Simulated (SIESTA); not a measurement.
Worked example: self-consistent single point of Y2Ge3 (P1, 5 atoms in the cell) in SIESTA.

Computed with GGA PBEsol, numerical atomic orbitals DZP, PseudoDojo PBEsol standard norm-conserving potentials (rewritten from UPF to PSML) (SIESTA).

The change in words: atoms moved at random. Reference geometry:
```
Y2Ge3
1.0
    4.39243     0.00000     0.00000
   -2.19622     3.80396     0.00000
    0.00000     0.00000     7.10729
Y Ge
2 3
Cartesian
  0.00000   0.00000   5.18782
  0.00000   0.00000   1.91947
  0.00000   2.53597   0.00000
  2.19622   1.26798   3.55364
  2.19622   1.26798   0.00000
```

Reference input (self-consistent single point, DFT, GGA PBEsol, numerical atomic orbitals DZP, PseudoDojo PBEsol standard norm-conserving potentials (rewritten from UPF to PSML)): XC.functional = GGA; XC.authors = PBEsol; potentials = PseudoDojo PBEsol standard; PAO.BasisSize = DZP; PAO.EnergyShift = 0.01 Ry; MeshCutoff = 400 Ry; kgrid.MonkhorstPack = 7 7 4; OccupationFunction = FD; ElectronicTemperature = 1160.45 K; MaxSCFIterations = 150; SCF.Mixer.Method = Pulay; SCF.Mixer.Weight = 0.25. This run's input differs from it in these lines:

```diff
@@ -18,7 +18,7 @@
 %block AtomicCoordinatesAndAtomicSpecies
-     0.000000000    0.000000000    5.187824190  1
-     0.000000000    0.000000000    1.919465810  1
-    -0.000002196    2.535971935    0.000000000  2
-     2.196217196    1.267984065    3.553645000  2
-     2.196217196    1.267984065    0.000000000  2
+    -0.050917049    0.024200768    5.234177935  1
+     0.021942384    0.014938135    1.934924166  1
+    -0.007855861    2.553165816   -0.039829253  2
+     2.263983606    1.295266038    3.514661514  2
+     2.165283508    1.184369309    0.017007745  2
 %endblock AtomicCoordinatesAndAtomicSpecies
```

The program printed (abridged):

```
        iscf     Eharris(eV)        E_KS(eV)     FreeEng(eV)     dDmax    Ef(eV) dHmax(eV)
   scf:    1    -9489.560220    -9498.352398    -9498.418074  1.443393 -4.324208  4.731028
   scf:    2    -9499.284768    -9499.436150    -9499.507212  0.126279 -4.479186  2.445437
   scf:    3    -9499.698853    -9499.618886    -9499.684683  0.041427 -4.513763  1.208989
   scf:    4    -9499.736536    -9499.689576    -9499.759159  0.056022 -4.591304  0.614952
   scf:    5    -9499.698633    -9499.696290    -9499.765951  0.015174 -4.611167  0.139328
   [... 4 lines left out ...]
   scf:   10    -9499.697038    -9499.697041    -9499.766952  0.000087 -4.608656  0.000530
   scf:   11    -9499.697035    -9499.697038    -9499.766952  0.000037 -4.608642  0.000246
   scf:   12    -9499.697036    -9499.697037    -9499.766952  0.000012 -4.608631  0.000129
   scf:   13    -9499.697037    -9499.697037    -9499.766952  0.000006 -4.608619  0.000049
SCF Convergence by DM+H criterion
max |DM_out - DM_in|         :     0.0000064510
max |H_out - H_in|      (eV) :     0.0000489728
SCF cycle converged after 13 iterations

Using DM_out to compute the final energy and forces

siesta: E_KS(eV) =            -9499.6970

siesta: E_KS - E_eggbox =     -9499.6970

siesta: Atomic forces (eV/Ang):
     1    0.268221   -0.138227   -0.243359
     2    0.024184   -0.089571   -0.260618
     3   -0.073118   -0.624953    0.163624
     4   -0.351103   -0.000606    0.243974
     5    0.132111    0.849846    0.096481
   Tot    0.000295   -0.003510    0.000102
   Max    0.849846
   Res    0.324683    sqrt( Sum f_i^2 / 3N )
   Max    0.849846    constrained

Stress tensor Voigt[x,y,z,yz,xz,xy] (kbar):       24.62        1.93       33.98        0.52        2.54        5.53
   [... lines left out ...]
siesta: FreeEng =     -9499.766952
siesta: Cell volume =        118.752940 Ang**3
siesta:         -20.17724008        -11.01054529  kBar
   [... lines left out ...]
              2.003   2.007   2.004   2.007   2.001   0.070   0.110   0.131

              0.103   0.051

mulliken: Qtot =       64.000

Mulliken Atomic Populations:
Atom #   charge [q] valence [e]  Species
     1     0.349208   10.650792  Y
     2     0.345605   10.654395  Y
     3    -0.124507   14.124507  Ge
     4    -0.203450   14.203450  Ge
     5    -0.366856   14.366856  Ge
 Total    -0.000000
```

The run converged in 13 iterations. Against the reference run the free energy rises by 15.1 meV/atom, the pressure goes from -2.29 to -2.02 GPa and the largest force goes from 0.178 to 0.865 eV/Å.

The starting cell comes from a database of computed structures (which also holds hypothetical and non-ambient phases and stackings), without a prior relaxation at this level. For this run, on top of that: atoms moved at random. Values carry the incompleteness of an atom-centred basis.

Cost on one core of a shared machine: roughly 60 s.
